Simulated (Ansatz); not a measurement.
In a (4,4) AlN nanotube, the lowest empty band has its minimum at Γ and lies 0.029 eV higher 0.0624 Å⁻¹ away along the axis.

All values below come from PBE (plane waves to 420 eV, PAW; Ansatz, a quantum-chemistry and plane-wave program). Mesh 1×1×10. No spin polarisation. Periodic along z alone, with about 11 Å of vacuum beside it. A hypothetical model, rolled from the flat sheet. Symmetry and one short period hold its shape; lower forms weren't sought.

Task: Estimate the electron mass along the axis.

Result: For a parabola ΔE = ħ²Δk²/2m, and ħ²/2mₑ = 3.810 eV Å². So m/mₑ = 3.810 × 0.0624²/0.029 = 0.51. The curvature over a step a third as long gives 0.51; the band is close to a parabola here.
